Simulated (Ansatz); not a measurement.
# Bi2Te3 (model structure, started from the A-La2O3 type, P-3m1, No. 164, 5 atoms in the cell)

All values below come from PBEsol (plane waves, PAW; Ansatz, a program for electronic structure).

Run with plane-wave cutoff 520 eV, 12×12×4 k mesh (along the axes of the cell as run), Fermi–Dirac smearing 0.01 eV, scalar-relativistic PAW data made under PBE.

Cell (relaxed with PBEsol):

Bi$_{2}$Te$_{3}$ has the trigonal space group P-3m1 (No. 164), Pearson symbol hP5. Conventional cell: a = 4.3507 Å, b = 4.3507 Å, c = 10.5532 Å, α = 90.00°, β = 90.00°, γ = 120.00°. Bi on 2d has 3 Te at 3.050 Å and 3 Te at 3.228 Å (octahedral). Te1 on 1a sees 6 Bi at 3.228 Å (octahedral). Te2 on 2d is coordinated by 3 Bi at 3.050 Å (trigonal pyramidal). (Neighbours: up to the widest gap in distance over summed covalent radii, below 1.35, at either atom; cation-cation and far metal-metal contacts left out.)

```yaml
band_gap: 0.46 eV
```

Note: the relaxation could raise the start's symmetry but not lower it, so the cell can be a saddle point.

Spin–orbit coupling is not included; with these elements it can move the gap by several tenths of an eV or more.

Computed values are for the static lattice.

Cost on a shared machine: very roughly 120 core-seconds.

A model structure was made by putting elements into a prototype or built by hand; it is no filed structure, need not be a known phase, and can be a saddle point held by its symmetry.
